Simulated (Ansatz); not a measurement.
Take ZnS in the zinc blende structure (space group F-43m, No. 216; a = 5.389 Å) as the base. Axes: x, y, z lie along the cube axes.

Computed with Ansatz (a program for electronic structure), r2SCAN, PAW, cutoff 500 eV, without spin-orbit coupling.

Base values:

```
Quantity   Result
--------  -------
Band gap  2.70 eV
```

Modification: biaxial strain −2.00 %, plane normal [001], relaxed out of plane (Cartesian); in-plane vectors clamped, the third vector and the atoms free.

Problem. What does the calculation give for the band gap and in-plane stress after the change?

Solution. The band gap grows by 0.02 eV, from 2.70 eV to 2.72 eV; the mean in-plane stress (compression positive) comes out as +2.0 GPa.

Stability against distortions was not tested.
